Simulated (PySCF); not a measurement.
PySCF 2.14.0, M06-L/def2-svp, df: C=C(C)[Si@@H](N)F, 14 atoms. The geometry is a generated start, not checked to be a minimum at this level.

| Property | Value |
|---|---|
| task | energy and gradient |
| method | m06-l |
| basis | def2-svp |
| two-electron scheme | density fitting |
| mol.max_memory | 7000 MB |
| mf.init_guess | minao (default) |
| mf.DIIS | CDIIS (default) |
| mf.diis_space | 8 (default) |
| mf.conv_tol | 1e-09 (default) |
| basis functions (reference run) | 128 |
| grid points (reference run) | 1130440 |

```xyz
14

C     -1.0445    -0.5861     1.2672
C     -0.6449    -0.0124     0.1165
C     -1.5785     0.8468    -0.6932
Si     1.0522    -0.2223    -0.5967
N      2.1660    -0.5771     0.6289
F      1.0619    -1.4566    -1.6090
H     -0.3844    -1.2187     1.8577
H     -2.0505    -0.4482     1.6529
H     -1.1887     1.8663    -0.7921
H     -1.7287     0.4295    -1.6953
H     -2.5665     0.9239    -0.2250
H      1.5308     1.0024    -1.2681
H      3.0483    -0.8128     0.1857
H      2.3274     0.2653     1.1705
```

Yardstick: the run with mf.grids.level = 8, which is not proven converged either. One run each, on a shared machine, so no times are given.

Measured:

```tsv
setting	grid points	energy against the reference	difference in forces (largest component)
the reference	1130440	—	—
mf.grids.level = 6	656456	−0.0043 meV/atom	2.9 meV/Å
mf.grids.level = 5	446800	−0.013 meV/atom	5.7 meV/Å
mf.grids.level = 4	297120	−0.020 meV/atom	5.3 meV/Å
mf.grids.level = 3 (default)	168168	−0.052 meV/atom	15 meV/Å
mf.grids.level = 2	111128	−0.025 meV/atom	36 meV/Å
mf.grids.level = 1	52152	+3.3 meV/atom	190 meV/Å
```

**Question.** Predict the row for mf.grids.level = 0.

**Answer.** grid points: 11992; energy against the reference: −19 meV/atom; difference in forces (largest component): 970 meV/Å. Total energies are compared; such shifts often cancel in part in energy differences. The gradients leave out the derivatives of the grid weights.
